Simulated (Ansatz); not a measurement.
We consider CdS (model structure, started from the NiAs type, P6₃/mmc, No. 194, 4 atoms in the cell), described by PBEsol (plane waves, PAW; Ansatz, a quantum-chemistry and plane-wave program).

Settings: plane-wave cutoff 500 eV, 12×12×8 k mesh (along the axes of the cell as run), Fermi–Dirac smearing 0.05 eV, scalar-relativistic PAW data made under PBE.

Cell (relaxed at this level):

```
CELL_PARAMETERS angstrom
      3.80895     0.00000     0.00000
     -1.90447     3.29864     0.00000
      0.00000     0.00000     6.36389
ATOMIC_POSITIONS crystal
  Cd 0.00000 0.00000 0.00000
  Cd 0.00000 0.00000 0.50000
  S  0.33333 0.66667 0.25000
  S  0.66667 0.33333 0.75000
```

**Question.** Predict the band gap.

**Answer.** 
band gap: 0.66 eV (on the SCF k mesh)

Note: the relaxation could raise the start's symmetry but not lower it, so the cell can be a saddle point.

Spin–orbit coupling is not included.

Static lattice: no zero-point or thermal effects.

The result took very roughly 110 core-seconds.

A model structure was made by putting elements into a prototype or built by hand; it is no filed structure, need not be a known phase, and can be a saddle point held by its symmetry.
